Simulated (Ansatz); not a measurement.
The parent structure is YOF (space group P4/nmm, No. 129; a = 3.811 Å, c = 5.421 Å; a cell from a computed database, its experimental status unchecked).

Calculations: PBEsol (Ansatz, a program for electronic structure; PAW; 420 eV plane waves; scalar-relativistic without spin-orbit coupling).

Base values:

| Item | Result |
|---|---|
| Band gap | 5.03 eV |
| Gap character | indirect, A–Z (53 % along) → Γ |
| Volume per atom | 13.12 Å³ |

It is then changed as follows: every O is replaced by S, then cell and atoms are relaxed.

Tabulated Pauling electronegativity and covalent radius: O 3.44, 0.66 Å; S 2.58, 1.05 Å.

Q: Predict the new band gap, gap character and volume per atom.

A: The band gap decreases by 3.09 eV, from 5.03 eV to 1.94 eV; the gap character goes from indirect, A–Z (53 % along) → Γ to indirect, M → Γ–Z (50 % along); the volume per atom increases by 5.62 Å³, from 13.12 Å³ to 18.74 Å³.

Whether these cells are dynamically stable was not tested. For YSF in this form, whether it has been made was not checked.
